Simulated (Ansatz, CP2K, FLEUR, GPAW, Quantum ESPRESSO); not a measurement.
## Yb (Fm-3m, 1 atom in the cell) computed with different codes at matched settings

Self-consistent single point, at a second geometry (lattice scaled by 0.98). First geometry:

```
Yb
1.0
    0.00000     2.75187     2.75187
    2.75187     0.00000     2.75187
    2.75187     2.75187     0.00000
Yb
1
Cartesian
  0.00000   0.00000   0.00000
```

Shared settings, as Ansatz (a quantum-chemistry and plane-wave program) writes them: kpoints.mp_grid.grid = 7 7 7; scf.occupations.method = fermi_dirac; scf.occupations.width = 0.1 eV. Potentials and cutoffs stand in the table.

```json
[
 {"code": "CP2K", "model": "PBE, GPW, DZVP-MOLOPT-SR-GTH basis, GTH-PBE potentials (GTH_POTENTIALS)", "ΔF from the first geometry (meV/atom)": "-40.6", "pressure (GPa)": "-2.28", "cutoff": "grid 800 Ry"},
 {"code": "Quantum ESPRESSO", "model": "PBE, SSSP 1.1.2 efficiency (PBE) pseudopotentials", "ΔF from the first geometry (meV/atom)": "-37.8", "pressure (GPa)": "-2.24", "cutoff": "50 Ry"},
 {"code": "Ansatz", "model": "PBE, default PAW files", "ΔF from the first geometry (meV/atom)": "-27.6", "pressure (GPa)": "-1.49", "cutoff": "420 eV"},
 {"code": "FLEUR", "model": "PBE, all-electron FLAPW (FLEUR), scalar-relativistic valence", "ΔF from the first geometry (meV/atom)": "-28.0", "pressure (GPa)": "–", "cutoff": "Kmax 3.8 1/bohr"},
 {"code": "GPAW", "model": "PBE, GPAW PAW datasets PBE (gpaw-data 1.0.1)", "ΔF from the first geometry (meV/atom)": "-25.1", "pressure (GPa)": "-1.26", "cutoff": "850 eV"}
]
```

A dash marks a value that a program does not give, or that is left out as unsure.

On Ansatz's run: spin-orbit coupling is off. Spin polarisation is off.

The spread over the programs that give each value: ΔF from the first geometry within 15.5 meV/atom; pressure within 1.02 GPa.

CP2K uses small atom-centred bases, whose incompleteness enters pressures, forces and empty levels differently from a plane-wave cutoff. FLEUR treats all electrons, but the usual bases taken here (sphere radii, linearisation, local orbitals, empty states) were not tested for convergence, so the values are no reference for the others. Ansatz's pressure is given at a fixed set of plane waves, as the other plane-wave codes print theirs; with its correction for the finite basis it is -1.45 GPa.

The starting cell comes from a database of computed structures (which also holds hypothetical and non-ambient phases and stackings), without a prior relaxation at this level. Its lattice was rescaled by a random factor within 2.5 % of one. For this run, on top of that: lattice scaled by 0.98.

Left out of this page: Elk (failed or unconverged).

Keys are those of Ansatz 0.2.
